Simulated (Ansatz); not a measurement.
**How far PBE and PBEsol part for GaSb, isotropic strain +0.68 %**

Base system: GaSb in the zinc blende structure (space group F-43m, No. 216; a = 6.214 Å).

(Cell as relaxed with PBE.)

Levels (all Ansatz, an electronic-structure program, PAW, earlier PAW set): PBE (420 eV, no spin-orbit coupling); PBEsol (420 eV, scalar-relativistic without spin-orbit coupling).

Each level relaxes its own structure.

```csv
base,PBE,PBEsol
volume per atom,29.99 Å³,28.54 Å³
lattice parameter a,6.214 Å,6.112 Å
band gap,zero,zero
```

Perturbation: every lattice vector is stretched by 0.68 %, atoms relaxed at fixed cell.

| quantity | PBE | PBEsol |
|---|---|---|
| energy relative to the base (free energy F) | +1.7 meV/atom | … |
| pressure | -0.9 GPa | … |
| band gap | zero | … |

Predict the PBEsol column.


- energy relative to the base (free energy F), PBEsol: +1.9 meV/atom
- pressure, PBEsol: -1.0 GPa
- band gap, PBEsol: zero

The two agree on the band gap. Neither level is exact; PBEsol is the comparison here, not a measurement.

Spin-orbit coupling, missing from the scalar runs, can matter with Sb. Whether these cells are dynamically stable was not tested. The final runs are not spin-polarised. A zero or small gap of GaSb can be the functional's error rather than a property of the material.
